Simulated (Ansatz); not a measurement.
```
CELL_PARAMETERS angstrom
      0.00000     2.59963     2.59963
      2.59963     0.00000     2.59963
      2.59963     2.59963     0.00000
ATOMIC_POSITIONS crystal
  Sr 0.00000 0.00000 0.00000
  O  0.50000 0.50000 0.50000
```

No spin polarisation.

Method: DFT with PBEsol, PAW potentials and a 420 eV plane-wave cutoff in Ansatz (a program for electronic structure), no spin-orbit coupling. k-mesh 11×11×11 (Γ-centred); smearing 0.05 eV (Fermi–Dirac).

Question: Estimate the gap character.

Answer: Indirect, Γ → X.

Question: Predict the electron mass.

Answer: 1.2 mₑ along k, 0.40 mₑ across (at X).

The cells carry an imposed strain or load. Effective masses come from finite differences of ±0.01 Å⁻¹. Along k means along the line from Γ to the band edge. Stability against distortions was not tested. The cell was made from SrO in the rock salt structure (space group Fm-3m, No. 225) by this change: isotropic strain +1.50 %.
